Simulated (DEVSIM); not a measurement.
Device: Au/SiO2/p-Si capacitor, at 250 K.

Layer 1 from the left is SiO2, thickness (nm) 34.0. Layer 2 from the left is Si, thickness (nm) 3800, Na (cm⁻³) 4.6e15.

Metal gate on the left, work function 5.1 eV. Fixed charge at the semiconductor interface -5.2e11 cm⁻² (in units of +e); no interface traps.

This is a model device: material constants are rounded textbook-type values typed into the input, and sizes, dopings and lifetimes were drawn at random. Values at 300 K; Nc and Nv go as T^1.5, mobilities as T to minus their exponent, the gap by Varshni's rule with the affinity fixed.

SiO2: gap (eV) 9, affinity (eV) 0.9, permittivity 3.9. Si: gap (eV) 1.124, affinity (eV) 4.05, permittivity 11.7, Nc (cm⁻³) 2.86e19, Nv (cm⁻³) 3.1e19, Varshni α (eV/K) 0.000473, Varshni β (K) 636.

Model (solved in DEVSIM): 1D Poisson equation in equilibrium, Boltzmann statistics, complete ionisation; no quantum confinement or tunnelling. Metal contacts follow the ideal Schottky-Mott rule: no Fermi-level pinning, no interface dipoles.

Question: What does the simulation give for the minimum of the low-frequency capacitance, the flat-band voltage?

Answer: minimum of the low-frequency capacitance 0.0206 μF/cm²; flat-band voltage 0.92 V.
